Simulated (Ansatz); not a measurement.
**Lattice parameter a of rock-salt GaAs (model structure) at several levels of theory**

No measured value is used here.

| level (code) | value (Å) |
|---|---|
| LDA (Ansatz) | [?] |
| PBE (Ansatz) | 5.392 |
| PBEsol (Ansatz) | 5.303 |
| PBE-D3(BJ) (Ansatz) | 5.314 |
| PBE-D4 (Ansatz) | 5.302 |
| rVV10 (Ansatz) | [?] |
| r²SCAN (Ansatz) | 5.328 |

Fill in the missing entries.


- LDA (Ansatz, a quantum-chemistry and plane-wave program), value (Å): 5.256
- rVV10 (Ansatz), value (Å): 5.473

Ansatz's density-functional and Hartree–Fock values are scalar-relativistic unless marked +SOC, with PAW data made under PBE.

A model structure was made by putting elements into a prototype or built by hand; it is no filed structure, need not be a known phase, and can be a saddle point held by its symmetry.
